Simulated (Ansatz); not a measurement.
Defect migration in monoclinic ZrO2: La-vacancy pair (La on one host Zr site, one Zr site vacant), charge state -5. Method: PBE, PAW (plane waves to 420 eV; Ansatz, a quantum-chemistry and plane-wave program).

Settings: 96 host sites, the relaxed PBE lattice, the Γ point alone, smearing 0.01 eV, spin-restricted, no image-charge correction. Energies are static. Spin-orbit coupling is left out. The charge state is imposed; whether it is stable for some Fermi level was not computed. Forms of the defect that were not tried may lie lower. The start lies 0.42 eV above the lowest site run (PBE).

Barriers: single points on a 2×2×2 k-point mesh shifted by half a step at the bands' geometries.

The step: direct exchange of La with the vacancy (La-vacancy distance between ideal sites 3.45 Å throughout) (strongly reconstructed ends); the atom moves 3.17 Å along (0.00, -0.40, -0.44) of the unit cell; the moving atom starts with neighbours O at 2.28, O at 2.30, O at 2.31, O at 2.37, O at 2.43, O at 2.45, O at 2.49 Å and ends with O at 2.20, O at 2.29, O at 2.34, O at 2.39, O at 2.46, O at 2.51, O at 2.53 Å.

**Question.** Predict the migration barrier of this step from PBE, PAW.

**Answer.** 1.13 eV forward and 1.11 eV backward. At the saddle the moving atom has neighbours O at 2.16, 2 O at 2.24, O at 2.67 Å. The saddle point's order was not checked.
